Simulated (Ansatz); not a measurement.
# Convergence study of the plane-wave cutoff for SrAg2 (Imm2, 6 atoms in the cell)

```xyz
6
Lattice="-2.3694 3.8619 4.1365 2.3694 -3.8619 4.1365 2.3694 3.8619 -4.1365" Properties=species:S:1:pos:R:3 pbc="T T T"
Sr     0.0000     1.9309     0.4224
Sr     2.3694     1.9309     3.7641
Ag     2.3694     3.4402    -1.3428
Ag     0.0000     0.4216     5.4792
Ag     0.0000     4.2835     2.7937
Ag     2.3694    -0.4216     1.3428
```

Method of the run: LDA (PW92), default PAW files made with PBE (plane waves; Ansatz, a first-principles code).

Base settings: basis.ecutwfc = 420 eV; kpoints.mp_grid.grid = 3 3 3; hamiltonian.xc = lda; hamiltonian.pseudopotentials = {kind: paw} (the program's default PAW files); scf.occupations.method = gaussian; scf.occupations.width = 0.1 eV.

The second cell is the first with its lattice scaled by 0.98.

The mesh stays at the base's, so the ladder's end is converged at best in this setting alone.

The first pressure column holds Ansatz's estimate of the finite-basis (Pulay) stress, which hides part of the cutoff error; the other is without it.

Only quantities that move along the ladder and can be compared are tabulated.

The count of work is k-points × plane waves × bands × iterations; it is no time. 

The starting cell comes from a database of computed structures (which also holds hypothetical and non-ambient phases and stackings), without a prior relaxation at this level. Its lattice was rescaled by up to half a per cent. One atom was moved a little off its site on purpose. In the base run, with a pressure of about -4 GPa the cell is away from its equilibrium volume at this level. Without a gap this mesh is coarse (it stands for a supercell whose shortest vector is 14 Å).

| basis.ecutwfc | free energy less the last step's (meV/atom) | energy of the compressed cell less the first (meV/atom) | pressure (GPa) | pressure without the Pulay estimate (GPa) | largest difference of a force vector from the last step's (eV/Å) | count of work / last |
|---|---|---|---|---|---|---|
| 145 eV | 50588.96 | -1102.08 | -0.89 | -1057.09 | 1.309 | 0.068 |
| 170 eV | 21282.21 | -433.86 | -13.42 | -551.70 | 0.382 | 0.078 |
| 190 eV | 10322.52 | -193.10 | -8.16 | -311.30 | 0.591 | 0.093 |
| 210 eV | 4825.89 | -25.34 | -3.91 | -169.18 | 0.311 | 0.11 |
| 230 eV | 2190.38 | 6.72 | -2.33 | -90.08 | 0.024 | 0.13 |
| 250 eV | 944.91 | -19.17 | -2.77 | -46.81 | 0.079 | 0.12 |
| 295 eV | 110.84 | -23.20 | -3.84 | -11.04 | 0.006 | 0.18 |
| 335 eV | 10.78 | -22.55 | -3.86 | -4.82 | 0.002 | 0.19 |
| 380 eV | 1.08 | -22.78 | -3.84 | -3.88 | 0.000 | 0.23 |
| 420 eV | 0.81 | -22.78 | -3.84 | -3.85 | 0.000 | 0.27 |
| 460 eV | 0.54 | -22.78 | -3.84 | -3.85 | 0.000 | 0.30 |
| 505 eV | 0.39 | -22.78 | -3.84 | -3.85 | 0.000 | 0.35 |
| 565 eV | 0.31 | -22.78 | -3.84 | -3.85 | 0.000 | 0.48 |
| 630 eV | 0.15 | -22.78 | -3.84 | -3.85 | 0.000 | 0.56 |
| 735 eV | 0.05 | -22.78 | -3.84 | -3.84 | 0.000 | 0.62 |
| 840 eV | 0.03 | -22.78 | -3.84 | -3.84 | 0.000 | 0.87 |
| 1010 eV | 0.00 | -22.78 | -3.84 | -3.84 | 0.000 | 1.0 |

Coarsest basis.ecutwfc that holds the pressure without the Pulay estimate within 0.5 GPa of the last step, with all finer ones: 380 eV, at 0.23 of the last step's count of work; the step before is off by 0.98 GPa.

Coarsest basis.ecutwfc that holds the forces within 0.02 eV/Å of the last step, with all finer ones: 295 eV, at 0.18 of the last step's count of work; the step before is off by 0.079 eV/Å.

Coarsest basis.ecutwfc that holds the pressure within 0.2 GPa of the last step, with all finer ones: 295 eV, at 0.18 of the last step's count of work; the step before is off by 1.1 GPa.

The energy difference between the two cells stays within 1 meV/atom of the last step's from 295 eV on, the total only from 420 eV on: much of the error is common to both cells and cancels.

At the lowest cutoff the pressure without the Pulay estimate lies 1050 GPa under the last step's, the usual sign of Pulay stress in an incomplete plane-wave basis.

Keys are those of Ansatz 0.2.
